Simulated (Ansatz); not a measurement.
# What W vacancy, symmetric start does to WC

The reference is a 16-atom supercell of WC (space group P-6m2, No. 187; a = 2.9126 Å, c = 2.8367 Å) at its relaxed geometry.

It is then changed as follows: a neutral W vacancy, symmetric start, atoms relaxed at fixed cell.

All numbers come from Kohn–Sham DFT with the r2SCAN functional, run in Ansatz (a quantum-chemistry and plane-wave program) with PAW and 500 eV plane waves, no spin-orbit coupling, earlier PAW set. k-mesh 8×8×8 (Γ-centred); smearing 0.05 eV (Fermi–Dirac).

```json
[
 {"quantity": "pressure", "base": "0.0 GPa", "changed": "-5.7 GPa", "shift": "-5.64 GPa"},
 {"quantity": "energy gained by relaxation", "base": "–", "changed": "0.78 eV", "shift": "–"},
 {"quantity": "largest displacement of a host atom from its site in the perfect cell", "base": "–", "changed": "0.15 Å", "shift": "–"}
]
```

In so small a cell the defect repeats every few ångströms: this is an ordered compound, not a dilute defect. The defect started on the symmetric site and kept its symmetry, so it may sit on a saddle. All final runs are without spin polarisation. The defect cell is not spin-polarised.
